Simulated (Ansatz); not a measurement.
**Fluorite NiSi2**

All values below come from r²SCAN (PAW; Ansatz, a first-principles code).

Numerical settings: plane-wave cutoff 500 eV, 12×12×12 k mesh, Fermi–Dirac smearing 0.05 eV, no spin polarisation, scalar-relativistic PAW data made under PBE.

Cell: relaxed at this level.

```json
{
 "volume_per_atom": "13.00 Å³/atom",
 "lattice_constant_a": "5.384 Å"
}
```

Measured, for comparison: equilibrium volume per atom 13.17 Å³/atom, lattice constant a 5.406 Å (temperature not stated, no zero-point or thermal correction; as tabulated in Wikipedia's data pages). Computed (rounded) less measured: equilibrium volume per atom -1.3 %, lattice constant a -0.4 %. A static lattice is as a rule a little smaller and stiffer than an uncorrected measurement, which narrows the difference in the equilibrium volume per atom, lattice constant a and would widen misses of the other sign.

The computed numbers hold no vibrational or temperature effects.

It cost roughly 15 core-seconds of CPU time.
